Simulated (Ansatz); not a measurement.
Results of PBEsol (plane waves, PAW; Ansatz, an electronic-structure program) for ScSiCN (model structure, started from the AlSiCN type, P3m1, No. 156, 4 atoms in the cell).

Run with plane-wave cutoff 520 eV, 12×12×8 k mesh (along the axes of the cell as run), Fermi–Dirac smearing 0.01 eV, scalar-relativistic PAW data made under PBE.

Cell (relaxed with PBEsol):

```yaml
crystal:
  lattice:
    - [3.29410, 0.00000, 0.00000]
    - [-1.64705, 2.85278, 0.00000]
    - [0.00000, 0.00000, 5.16350]
  atoms:
    - { symbol: Sc, position: [0.33333, 0.66667, 0.52475] }
    - { symbol: Si, position: [0.66667, 0.33333, 0.99491] }
    - { symbol: C, position: [0.33333, 0.66667, 0.08178] }
    - { symbol: N, position: [0.66667, 0.33333, 0.64855] }
```

Question: Predict the band gap, smallest direct gap on the k points sampled and direct gap at Γ.

Answer: 
- band gap: 1.87 eV (indirect)
- smallest direct gap on the k points sampled: 1.91 eV
- direct gap at Γ: 3.91 eV

Note: the relaxation could raise the start's symmetry but not lower it, so the cell can be a saddle point.

Computed values are for the static lattice.

The result took about 28 core-seconds (a rough figure).

A model structure was made by putting elements into a prototype or built by hand; it is no filed structure, need not be a known phase, and can be a saddle point held by its symmetry.
